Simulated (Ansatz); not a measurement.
System: L1₂ (Cu3Au-type) Ni₃Fe. Method: PBEsol (plane waves, PAW; Ansatz, an electronic-structure program).

Numerical settings: plane-wave cutoff 520 eV, 16×16×16 k mesh, Fermi–Dirac smearing 0.05 eV, spin-polarised with parallel moments, scalar-relativistic PAW data made under PBE.

Response to compression and expansion:

| V (Å³/atom) | P (GPa) | moment (μB per cell of 4 atoms) |
|---|---|---|
| 9.978 | 16.09 | 4.62 |
| 10.190 | 10.09 | 4.66 |
| 10.402 | 4.76 | 4.70 |
| 10.614 | 0.02 | 4.74 |
| 10.827 | -4.21 | 4.78 |
| 11.039 | -7.98 | 4.82 |
| 11.251 | -11.35 | 4.85 |
